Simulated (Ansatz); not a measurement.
Take Tl$_{2}$S in the anti-fluorite structure (space group Fm-3m, No. 225; a = 7.375 Å; a hypothetical phase, not in the database extracts checked) as the base. Axes: x, y, z lie along the cube axes.

All numbers come from PBE, PAW, 420 eV (Ansatz, a first-principles code; without spin-orbit coupling).

Strains are applied to the cell and any free atomic positions relax; under biaxial strain the out-of-plane vector relaxes too.

One change was made to it. Results:

The pressure (mean of the normal stresses, compression positive) goes from zero to 0.5 GPa; the energy increases by 1.7 meV/atom; the shortest interatomic distance falls by 0.0231 Å (3.194 Å → 3.170 Å).

Question: Which of these changes matches the shifts?
A) uniaxial strain ε_yy = −2.19 %
B) biaxial strain −0.88 %, plane normal [001], relaxed out of plane
C) biaxial strain +3.68 %, plane normal [001], relaxed out of plane
D) uniaxial strain ε_xx = −1.15 %

Answer: A, uniaxial strain ε_yy = −2.19 %. For comparison, the shortest interatomic distance in the other runs: uniaxial strain ε_xx = −1.15 % gives 3.181 Å; biaxial strain −0.88 %, plane normal [001], relaxed out of plane gives 3.186 Å; biaxial strain +3.68 %, plane normal [001], relaxed out of plane gives 3.233 Å.

A case with no gap was solved on a k-mesh chosen for an insulator, which is coarse for it. No phonon test of stability was made. The final runs are not spin-polarised. Gaps under 0.05 eV, about the width of the smearing, are given as zero.
